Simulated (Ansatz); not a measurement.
Here is the system:

```
HgSe
1.0
    0.00000     3.06661     3.06661
    3.06661     0.00000     3.06661
    3.06661     3.06661     0.00000
Hg Se
1 1
Direct
  0.00000   0.00000   0.00000
  0.75000   0.75000   0.75000
```

Method: HSE06, rigid bands (plane waves, PAW, scalar-relativistic; Ansatz, a quantum-chemistry and plane-wave program). Geometry: cell and atoms relaxed with PBEsol.

Task: Is this a good metal at this level?

Result: No. No gap is resolved, and few carriers conduct, as in a semimetal or a zero-gap semiconductor. N(E_F) = 0.0027 states/eV a cell at 300 K and the Drude plasma energy along the best axis is 0.173 eV, several times under that of a simple or noble metal.

Spin-orbit coupling is left out; it can open or close a small gap.
